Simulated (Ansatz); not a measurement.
Structures of equal composition on the (000-1) surface of wurtzite GaN (N plane on top): 2x2 In adatom at H3; 2x2 In adatom at T4. The slabs share one bottom face, and each structure is named by its start. These are constructed structures in small cells; real faces may alloy, dewet or reconstruct in larger ones, and not all known structures of the face are among them. Slabs of about 14 Å with all that they carry, Fermi-Dirac smearing of 0.025 eV. Bottom of the slabs: H caps. Relaxed from the named starts with such symmetry as they have, on meshes of like density; energies extrapolated to zero smearing; no spin-orbit coupling, no U. Spin-polarised runs, if any, are marked in brackets, and their order is one that fits the cell; the others ran without spin. Where a second, spin-polarised start was run, the lower counts.

Host crystal: wurtzite GaN, with a band gap (PBE, scalar-relativistic without spin-orbit coupling).

Level of theory: PBE (plane waves to 420 eV, PAW; Ansatz, a first-principles code).

**Question.** Order them by energy per 1x1 cell (lowest first) at the level PBE.

**Answer.** 2x2 In adatom at H3 (0.000 eV, gap 0.26 eV on the mesh), 2x2 In adatom at T4 (0.126 eV (3 In–N bonds formed), a narrow gap of 0.18 eV by band count)
